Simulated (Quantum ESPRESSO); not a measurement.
Quantum ESPRESSO is run on Nb12Al3In (Pmmm, 16 atoms in the cell), and the run fails. The aim is a self-consistent single point with DFT, LDA (PZ), plane waves, GBRV 1.5 ultrasoft (LDA) pseudopotentials.

The input file:

```fortran
&CONTROL
 calculation = 'scf'
 prefix = 'run'
 outdir = './tmp/'
 pseudo_dir = './'
 verbosity = 'high'
 tprnfor = .true.
 tstress = .true.
/
&SYSTEM
 ibrav = 0
 nat = 16
 ntyp = 3
 ecutwfc = 40
 ecutrho = 320
 occupations = 'smearing'
 smearing = 'marzari-vanderbilt'
 degauss = 0.019992
 celldm(1) = 9.916772
/
&ELECTRONS
 conv_thr = 1.0d-10
/
ATOMIC_SPECIES
Al    26.9815  al_lda_v1.uspp.F.UPF
Nb    92.9064  nb_lda_v1.uspp.F.UPF
In   114.8180  in_lda_v1.4.uspp.F.UPF
ATOMIC_POSITIONS {crystal}
Al    0.500000000    0.500000000    0.250280000
Al    0.500000000    0.500000000    0.749720000
Al    0.000000000    0.000000000    0.000000000
Nb    0.500000000    0.000000000    0.369100000
Nb    0.500000000    0.000000000    0.630900000
Nb    0.500000000    0.000000000    0.874910000
Nb    0.500000000    0.000000000    0.125090000
Nb    0.758560000    0.500000000    0.000000000
Nb    0.241440000    0.500000000    0.000000000
Nb    0.738530000    0.500000000    0.500000000
Nb    0.261470000    0.500000000    0.500000000
Nb    0.000000000    0.743660000    0.242970000
Nb    0.000000000    0.256340000    0.757030000
Nb    0.000000000    0.256340000    0.242970000
Nb    0.000000000    0.743660000    0.757030000
In    0.000000000    0.000000000    0.500000000
K_POINTS {automatic}
4 4 2  0 0 0
CELL_PARAMETERS {angstrom}
   5.247730000     0.000000000     0.000000000
   0.000000000     5.261570000     0.000000000
   0.000000000     0.000000000    10.430680000
```

Output (repeated stretches shortened):

```
 %%%%%%%%%%%%%%%%%%%%%%%%%%%%%%%%%%%%%%%%%%%%%%%%%%%%%%%%%%%%%%%%%%%%%%%%%%%%%%
     Error in routine cell_base_init (2):
     lattice parameter specified twice
 %%%%%%%%%%%%%%%%%%%%%%%%%%%%%%%%%%%%%%%%%%%%%%%%%%%%%%%%%%%%%%%%%%%%%%%%%%%%%%

     stopping ...
```

Q: Read the log: what does the program object to, and what is the fix?

A: The fault is the cell or its scale given twice. Two definitions of the lattice conflict. To fix it, keep one definition. The program stopped before any SCF iteration.

The sound input it was made from differs as follows (other fixes are possible):
```diff
- celldm(1) = 9.916772
```

With that input, the run converged in 24 iterations: free energy E − TS -21364.7523 eV; Fermi level (on the code's own zero) 15.40 eV; pressure -10.15 GPa; largest force (vector length) 0.188 eV/Å (DFT, LDA (PZ), plane waves, GBRV 1.5 ultrasoft (LDA) pseudopotentials).

On the sound input: the starting cell comes from a database of computed structures (which also holds hypothetical and non-ambient phases and stackings), without a prior relaxation at this level. Spin polarisation is off. With a pressure of about -10 GPa the cell is away from its equilibrium volume at this level.
